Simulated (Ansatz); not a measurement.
A computed series for CdTe: pressure series

Start from CdTe in the zinc blende structure (space group F-43m, No. 216; a = 6.4887 Å).

Cell and atoms are relaxed at each pressure.

All numbers come from PBEsol/PAW in Ansatz (an electronic-structure program), no spin-orbit coupling.

| pressure (GPa) | volume per atom (Å³/atom) |
|---|---|
| -2 | 36.112 |
| -1 | 35.046 |
| 0 | 34.150 |
| 0.9 | 33.457 |
| 2.1 | 32.637 |
| 4.5 | 31.269 |
| 9 | 29.356 |
| 22.5 | ? |
| 30 | 24.567 |

Fit the third-order Birch–Murnaghan form P(V) = (3B₀/2)[(V₀/V)^(7/3) − (V₀/V)^(5/3)]·[1 + (3/4)(B₀′ − 4)((V₀/V)^(2/3) − 1)] (squares taken in P) to the rows shown and predict the withheld row.

Least squares on the printed values gives V₀ = 34.159 Å³/atom, B₀ = 41.3 GPa, B₀′ = 4.7; this predicts 25.837 Å³/atom, and the run gives 25.841 Å³/atom, 0.004 higher.

Measured bulk modulus of CdTe: 43.7 GPa (room temperature; as listed in Elmahjoubi et al., arXiv (2023)); the computed value is for a static lattice, so the two differ by thermal effects too.

Load acts through the strain it causes; cell and atoms are relaxed under it. Stability against distortions was not tested. Measured, CdTe leaves this structure (for cinnabar) near 3.53 GPa (temperature not stated; as listed in Datta, Sujoy, Jana, Debnarayan, arXiv (2020)), on rising pressure, with hysteresis.
